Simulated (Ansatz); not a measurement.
Base system: MgTe in the wurtzite structure (space group P6_3mc, No. 186; a = 4.6085 Å, c = 7.5007 Å).

Level of theory: PBE (Ansatz, a first-principles code; PAW; 420 eV plane waves; without spin-orbit coupling).

Base values:

The lattice parameter a comes out as 4.608 Å.

Perturbation: hydrostatic tension (pressure −2 GPa).

Q: What does the calculation give for the lattice parameter a after the change?

A: The lattice parameter a goes up by 0.1055 Å, from 4.608 Å to 4.714 Å.

Load acts through the strain it causes; cell and atoms are relaxed under it. Whether these cells are dynamically stable was not tested.
